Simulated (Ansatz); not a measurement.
O_As in zinc-blende BAs (start: the As site; 64-site cell, 2×2×2 shifted sampling). Level of theory: PBE, PAW (plane waves to 420 eV; Ansatz, a first-principles code). Total energies of the localised charge states, counted from that of charge +1, and their image corrections (point charge with alignment); the host's valence-band maximum lies at 10.804 eV on the cells' energy zero and its gap is 1.20 eV.

| charge | moment (μB) | E − E(first) (eV) | correction (eV) |
|---|---|---|---|
| +1 | 0.0 | 0.000 | -0.093 |
| 0 | 1.0 | 10.924 | 0.000 |

### Question
Derive the transition levels above the valence-band maximum and say which of them are thermodynamic.

### Answer
A level is the Fermi energy at which two charges have equal formation energy: ε(q/q′) = [E(q′) + corr(q′) − E(q) − corr(q)] / (q − q′) − E_VBM.
ε(+1/0) = [(10.924 + 0.000) − (0.000 + -0.093)] / 1 − 10.804 = 0.21 eV
Thermodynamic levels at least 0.1 eV inside the gap: (+1/0) at 0.21 eV. They hold to tenths of an eV in this cell. Only the charges listed were compared. Charge −1 has its level within 0.1 eV of a band edge or past it. Flagged in the runs: a strain field that reaches the edge of the cell.
